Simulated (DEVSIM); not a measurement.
## illuminated Ge n-on-p cell, one wavelength

Device: illuminated Ge n-on-p cell, one wavelength, at 300 K.

| layer (left to right) | material | thickness (μm) | Nd (cm⁻³) | Na (cm⁻³) | τn (s) | τp (s) | absorption coefficient (cm⁻¹) |
|---|---|---|---|---|---|---|---|
| 1 | Ge | 0.230 | 4.2e18 | - | 2.6e-6 | 1.1e-5 | 67000 |
| 2 | Ge | 170 | - | 2.1e17 | 0.00015 | 0.00015 | 67000 |

Left contact: ohmic, minority hole recombination velocity 60 cm/s. Right contact: ohmic, minority electron recombination velocity 50000 cm/s. Voltage is applied to the left contact. Recombination: SRH at mid-gap, radiative, Auger. Light enters at the left, 4.1e17 photons cm⁻² s⁻¹, one pass, no reflection. Mobility is μmin + (μ − μmin)/(1 + (N/Nref)^α).

Constants are typed, rounded textbook-type inputs, not results; the design itself was drawn at random and stands for no fabricated device. Values at 300 K.

| parameter | Ge |
|---|---|
| gap (eV) | 0.664 |
| affinity (eV) | 4 |
| permittivity | 16 |
| Nc (cm⁻³) | 1.04e19 |
| Nv (cm⁻³) | 6e18 |
| μn (cm²/Vs) | 3900 |
| μp (cm²/Vs) | 1900 |
| μn,min | 150 |
| μp,min | 100 |
| Nref,n | 2.6e17 |
| Nref,p | 4e17 |
| αn | 0.56 |
| αp | 0.6 |
| B (cm³/s) | 6.4e-14 |
| Cn (cm⁶/s) | 1e-31 |
| Cp (cm⁶/s) | 1e-31 |

Model (solved in DEVSIM): 1D drift-diffusion, Boltzmann statistics, complete ionisation; no tunnelling, impact ionisation, image-force lowering or self-heating.

```yaml
potential_step_across_the_device_at_zero_bias: 0.554 V
largest_field_in_the_device_at_zero_bias: 160000 V/cm
Dark forward voltage at 1 A/cm²: 0.356 V
Dark forward voltage at 100 A/cm²: 0.485 V
short_circuit_current: 65.5 mA/cm²
open_circuit_voltage: 0.285 V
fill_factor: 0.71
largest_power: 13.3 mW/cm²
share_of_generated_pairs_collected_at_short_circuit: 0.996
```

Current under light (generator sign):

```
V (V)  J (mA/cm²)
-----  ----------
0.00         65.5
0.02         65.5
0.04         65.5
0.08         65.4
0.10         65.4
0.14         65.2
0.16         64.9
0.18         64.3
0.20         63.0
0.22         60.2
0.24         54.0
0.26         40.5
0.28         11.4
0.30        -51.6
```

Dark forward current:

```tsv
V (V)	J (A/cm²)
-0.05	-6.3e-6
-0.10	-5.0e-5
-0.15	-0.00035
-0.20	-0.0024
-0.25	-0.017
-0.30	-0.12
-0.35	-0.81
-0.40	-5.5
-0.45	-34
-0.50	-160
-0.55	-550
-0.60	-1400
-0.65	-2600
```
